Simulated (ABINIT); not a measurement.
ABINIT is run on Li₂B (P-3m1, 3 atoms in the cell), and the run fails. The aim is a self-consistent single point with DFT, PBEsol, plane waves, PAW (JTH v2.0 PBE PAW, files made for PBE).

Cell that was meant: a = 3.8688 Å, b = 3.8688 Å, c = 2.0527 Å, α = 90.00°, β = 90.00°, γ = 120.00°.

Part of the input:

```
ngkpt 8 8 13
nshiftk 1
shiftk 0 0 0
nstep 4
toldfe 1.0e-09
prtwf 0
prtden 0
```

Output (repeated stretches shortened):

```
--- !BeginCycle
solver: {iscf: 17, nstep: 4, nline: 4, wfoptalg: 10, }
tolerances: {toldfe: 1.00E-09, }
...

     iter   Etot(hartree)      deltaE(h)  residm     nres2
 ETOT  1  -17.672075674861    -1.767E+01 8.943E+00 1.374E+00
 ETOT  2  -17.732784225705    -6.071E-02 6.958E-02 1.779E-01
 ETOT  3  -17.732747952101     3.627E-05 1.956E-02 6.186E-02
 ETOT  4  -17.732803465840    -5.551E-05 3.622E-03 3.023E-04

 Cartesian components of stress tensor (hartree/bohr^3)
  sigma(1 1)=  6.38087978E-05  sigma(3 2)=  0.00000000E+00
  sigma(2 2)=  6.38087978E-05  sigma(3 1)=  0.00000000E+00
  sigma(3 3)=  7.29862906E-05  sigma(2 1)= -4.79600323E-15
 scprqt:  WARNING -
  nstep=    4 was not enough SCF cycles to converge;
  maximum energy difference=  5.551E-05 exceeds toldfe=  1.000E-09

 ----iterations are completed or convergence reached----

 reduced coordinates (array xred) for    3 atoms
       0.333333333333      0.666666666667      0.993900000000
   [... lines left out ...]
 Fermi (or HOMO) energy (hartree) =   0.10679   Average Vxc (hartree)=  -0.36009
 Fermi (or HOMO) energy (eV) =   2.90587   Average Vxc (eV)=  -9.79844
   [... lines left out ...]
 prteigrs : prtvol=0 or 1, do not print more k-points.

--- !EnergyTerms
kinetic             :  4.79865737964010E+00
hartree             :  2.34904082185886E+00
xc                  : -2.36992257334471E+00
Ewald energy        : -9.92907922025876E+00
psp_core            :  7.84018100445413E-01
local_psp           : -5.48767649971712E+00
internal            : -1.77474258664901E+01
'-kT*entropy'       : -7.37675686687907E-04
total_energy        : -1.77481635421768E+01
total_energy_eV     : -4.82952090956230E+02
...

-Cartesian components of stress tensor (GPa)         [Pressure= -1.9673E+00 GPa]
- sigma(1 1)=  1.87731933E+00  sigma(3 2)=  0.00000000E+00
- sigma(2 2)=  1.87731933E+00  sigma(3 1)=  0.00000000E+00
- sigma(3 3)=  2.14733044E+00  sigma(2 1)= -1.41103263E-10

 Calculation completed.
```

Q: What caused this, and what should be changed?

A: The fault is an iteration limit that is too low. The loop is cut before its threshold is met, so whatever is printed at the end is not self-consistent. To fix it, raise the limit, or leave it to the default. The run ended unconverged after 4 iterations.

The sound input it was made from differs as follows (other fixes are possible):
```diff
-nstep 4
+nstep 50
```

With that input, the run converged in 9 iterations: free energy E − TS -482.53 eV; Fermi level (on the code's own zero) 2.90 eV; pressure -2.05 GPa; largest force (vector length) 0.016 eV/Å (DFT, PBEsol, plane waves, PAW (JTH v2.0 PBE PAW, files made for PBE)).

On the sound input: the starting cell comes from a database of computed structures (which also holds hypothetical and non-ambient phases and stackings), without a prior relaxation at this level. The potentials were made for another functional than the one used.
